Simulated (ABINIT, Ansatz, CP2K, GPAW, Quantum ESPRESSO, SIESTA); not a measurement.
## Code comparison for YPd₃ (Pm-3m, 4 atoms in the cell)

Self-consistent single point.

```
YPd3
1.0
    4.09992     0.00000     0.00000
    0.00000     4.09992     0.00000
    0.00000     0.00000     4.09992
Y Pd
1 3
Direct
  0.00000   0.00000   0.00000
  0.50000   0.50000   0.00000
  0.00000   0.50000   0.50000
  0.50000   0.00000   0.50000
```

Shared settings, as Ansatz (a first-principles code) writes them: kpoints.mp_grid.grid = 7 7 7; scf.occupations.method = gaussian; scf.occupations.width = 0.272 eV. Potentials and cutoffs stand in the table.

```json
[
 {"code": "Ansatz", "model": "LDA (PW92), PAW files made with PBE", "pressure (GPa)": "-8.69", "cutoff": "420 eV"},
 {"code": "Quantum ESPRESSO", "model": "LDA (PZ), GBRV 1.5 ultrasoft (LDA) pseudopotentials", "pressure (GPa)": "-8.51", "cutoff": "40 Ry"},
 {"code": "SIESTA", "model": "LDA PW92, numerical atomic orbitals DZP, PseudoDojo LDA standard norm-conserving potentials (rewritten from UPF to PSML)", "pressure (GPa)": "-11.22", "cutoff": "grid 300 Ry"},
 {"code": "GPAW", "model": "LDA (Perdew-Wang 92), GPAW PAW datasets LDA (gpaw-data 1.0.1)", "pressure (GPa)": "-8.60", "cutoff": "600 eV"},
 {"code": "CP2K", "model": "LDA (Pade form), GPW, DZVP-MOLOPT-SR-GTH basis, GTH-PADE potentials (GTH_POTENTIALS)", "pressure (GPa)": "-12.72", "cutoff": "grid 500 Ry"},
 {"code": "ABINIT", "model": "LDA (PW92), PAW (JTH v2.0 LDA PAW)", "pressure (GPa)": "-8.75", "cutoff": "24 Ha"}
]
```

On Ansatz's run: spin polarisation is off.

The spread over the programs that give each value: pressure within 4.21 GPa.

SIESTA and CP2K use small atom-centred bases, whose incompleteness enters pressures, forces and empty levels differently from a plane-wave cutoff. Ansatz's pressure is given at a fixed set of plane waves, as the other plane-wave codes print theirs. The same LDA comes in different parametrisations, which differ slightly. In the pressure, SIESTA (by 2.58) and CP2K (by 4.08) lie more than 1 GPa from the median of the plane-wave programs.

The starting cell comes from a database of computed structures (which also holds hypothetical and non-ambient phases and stackings), without a prior relaxation at this level.

Left out of this page: Elk and FLEUR (not drawn, or without a comparable value).

Keys are those of Ansatz 0.2.
